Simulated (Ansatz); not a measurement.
# Zinc-blende NaH (model structure): properties by level of theory

```json
[
 {"level (code)": "LDA (Ansatz)", "equilibrium lattice constant a (Å)": "[?]", "enthalpy of formation (eV/atom)": "-0.224"},
 {"level (code)": "PBEsol (Ansatz)", "equilibrium lattice constant a (Å)": "[?]", "enthalpy of formation (eV/atom)": "-0.151"},
 {"level (code)": "HSE06 (Ansatz)", "equilibrium lattice constant a (Å)": "[?]", "enthalpy of formation (eV/atom)": "[?]"}
]
```

Problem. What belongs in the gaps?

Solution. 
- LDA (Ansatz, a program for electronic structure), equilibrium lattice constant a (Å): 5.071
- PBEsol (Ansatz), equilibrium lattice constant a (Å): 5.177
- HSE06 (Ansatz), equilibrium lattice constant a (Å): 5.197
- HSE06 (Ansatz), enthalpy of formation (eV/atom): -0.173

Caveats: hybrids on metals are sensitive to the k mesh and can open a false gap (HSE06). Ansatz's density-functional and Hartree–Fock values are scalar-relativistic unless marked +SOC, with PAW data made under PBE.

A model structure was made by putting elements into a prototype or built by hand; it is no filed structure, need not be a known phase, and can be a saddle point held by its symmetry.
